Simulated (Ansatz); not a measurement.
Start from CsSnI3 in the cubic perovskite structure (space group Pm-3m, No. 221).

```
CELL_PARAMETERS angstrom
      6.13052     0.00000     0.00000
      0.00000     6.13052     0.00000
      0.00000     0.00000     6.13052
ATOMIC_POSITIONS crystal
  Cs 0.00000 0.00000 0.00000
  Sn 0.50000 0.50000 0.50000
  I  0.50000 0.00000 0.50000
  I  0.00000 0.50000 0.50000
  I  0.50000 0.50000 0.00000
```

Cartesian axes are those of the cell as printed.

All numbers come from PBEsol (Ansatz, a program for electronic structure), no spin-orbit coupling.

Now apply this change: the cell is stretched by 2.40 % along z with no lateral relaxation, atoms relaxed at fixed cell.

Problem. What happens to the stress?

Solution. The stress (xx, yy, zz, yz, xz, xy; compression positive) comes out as (-0.11, -0.11, -0.93, 0.00, 0.00, 0.00) GPa.

Problem. What happens to the energy relative to the base?

Solution. The energy rises by 3.3 meV/atom.

The cells carry an imposed strain or load. Whether these cells are dynamically stable was not tested. Many cubic perovskites are stable only at high temperature; tilts and polar distortions were not tested.
